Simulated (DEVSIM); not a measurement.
Device: illuminated Si p-on-n cell, one wavelength, with a back-surface field, at 300 K.

| layer (left to right) | material | thickness (μm) | Nd (cm⁻³) | Na (cm⁻³) | τn (s) | τp (s) | absorption coefficient (cm⁻¹) |
|---|---|---|---|---|---|---|---|
| 1 | Si | 0.0750 | - | 4.7e18 | 5e-7 | 3.7e-5 | 1300 |
| 2 | Si | 100 | 1.5e17 | - | 4.2e-5 | 4.2e-5 | 1300 |
| 3 | Si | 0.160 | 5.9e18 | - | 4.2e-5 | 4.2e-5 | 1300 |

Left contact: ohmic, minority electron recombination velocity 3e6 cm/s. Right contact: ohmic, minority hole recombination velocity 200 cm/s. Voltage is applied to the left contact. Recombination: SRH at mid-gap, radiative, Auger. Gap narrowing is on: ΔEg = 6.92 meV × (l + √(l² + 0.5)), l = ln(N/1.3e17 cm⁻³), shared equally by both band edges. Light enters at the left, 2.3e18 photons cm⁻² s⁻¹, one pass, no reflection. Mobility is constant in doping.

Constants are typed, rounded textbook-type inputs, not results; the design itself was drawn at random and stands for no fabricated device. Values at 300 K.

```tsv
parameter	Si
gap (eV)	1.124
affinity (eV)	4.05
permittivity	11.7
Nc (cm⁻³)	2.86e19
Nv (cm⁻³)	3.1e19
μn (cm²/Vs)	1417
μp (cm²/Vs)	470
B (cm³/s)	4.7e-15
Cn (cm⁶/s)	2.8e-31
Cp (cm⁶/s)	9.9e-32
```

Simulated with DEVSIM: 1D drift-diffusion, Boltzmann statistics, complete ionisation; no tunnelling, impact ionisation, image-force lowering or self-heating.

The photon flux was swept, all else fixed.

```
photon flux (cm^-2 s^-1)  fill factor  open-circuit voltage (V)  largest power (mW/cm²)  short-circuit current (mA/cm²)
------------------------  -----------  ------------------------  ----------------------  ------------------------------
6.9e16                           0.80                     0.495                    4.30                            10.8
2.3e17                           0.81                     0.527                    15.4                            36.1
6.9e17                           0.82                     0.555                    49.2                             108
2.3e18                           0.82                     0.586                     174                             361
6.9e18                           0.83                     0.615                     553                            1080
2.3e19                           0.83                     0.646                    1950                            3610
6.9e19                           0.84                     0.675                    6110                           10800
```

From the first row to the last the fill factor goes from 0.80 to 0.84. From the first row to the last the open-circuit voltage goes from 0.495 to 0.675.
